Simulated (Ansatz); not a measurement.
Base system: ZnSe in the zinc blende structure (space group F-43m, No. 216; a = 5.733 Å).

The values are results of PBE, PAW, 420 eV (Ansatz, a first-principles code; no SOC), earlier PAW set, not measurements.

Its conduction minimum is a single valley at Γ with mass 0.089 mₑ.

Now apply this change: 0.0942 electrons added to each cell, a density of 2.0×10^21 cm⁻³, with a uniform compensating background at fixed cell and a 300 K Fermi–Dirac width.

Problem. Where would a parabolic band put the Fermi level, and where does the calculation put it?

Solution. k_F = (3π²n)^(1/3) = 0.390 Å⁻¹, so ħ²k_F²/2m = 6.5 eV above the band edge at zero temperature. The calculation gives 1.55 eV (to 0.05 eV): the band is strongly non-parabolic or higher valleys fill at this density.

Charged cell with a jellium background: band edges are those of the host's band count, energies are not comparable with the neutral cell, and many-body gap narrowing is missing. The levels and masses belong to the bands next to the band gap. Masses are band curvatures over ±0.01 Å⁻¹ around the edge. Stability against distortions was not tested.
